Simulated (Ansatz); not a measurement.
A set of related cells and their Bader charge of metal.

Cell A: GaN (wurtzite, P6₃mc), 4 atoms in the cell, k-point mesh 12×12×8 on the run's own vectors.
```yaml
crystal:
  lattice:
    - [3.21865, 0.00000, 0.00000]
    - [-1.60932, 2.78743, 0.00000]
    - [0.00000, 0.00000, 5.24349]
  atoms:
    - { symbol: Ga, position: [0.66667, 0.33333, 0.50013] }
    - { symbol: Ga, position: [0.33333, 0.66667, 0.00013] }
    - { symbol: N, position: [0.66667, 0.33333, 0.87687] }
    - { symbol: N, position: [0.33333, 0.66667, 0.37687] }
```

Cell B: ZnO (wurtzite, P6₃mc), 4 atoms in the cell, k-point mesh 12×12×8 on the run's own vectors.
```
CELL_PARAMETERS angstrom
      3.27991     0.00000     0.00000
     -1.63995     2.84048     0.00000
      0.00000     0.00000     5.29413
ATOMIC_POSITIONS crystal
  Zn 0.66667 0.33333 0.50142
  Zn 0.33333 0.66667 0.00142
  O  0.66667 0.33333 0.88048
  O  0.33333 0.66667 0.38048
```

Computed with Ansatz (plane waves, PAW), its PAW set soft_1, cutoff 420 eV, 500 eV for r2SCAN. The structures are at rest with PBE; other levels are single points on them. HSE06 runs on coarser k-point meshes. Neutral cells; Fermi-Dirac smearing of at most 0.05 eV in the solids, energies taken to zero width. The lattices are those relaxed with PBE, so at other levels the solids can be strained, which adds to the spread. A dispersion term ran beside these levels; it doesn't touch the electrons. Electrons of density maxima off the nuclei are shared among the atoms. Mean over the atoms, with the range where they differ; positive means electrons lost.

Problem. Give the Bader charge of metal (e) at the level HSE06, cell by cell.

Solution. 
```json
[
 {"system": "A", "HSE06": "1.66"},
 {"system": "B", "HSE06": "1.30"}
]
```

With HSE06 the value of A exceeds that of B by 0.36 e.

Problem. And at the other levels?

Solution. 
```json
[
 {"system": "A", "PBE": "1.56", "r2SCAN": "1.65"},
 {"system": "B", "PBE": "1.22", "r2SCAN": "1.28"}
]
```

With PBE the value of A exceeds that of B by 0.34 e. With r2SCAN the value of A exceeds that of B by 0.37 e.

Ansatz is a first-principles code.
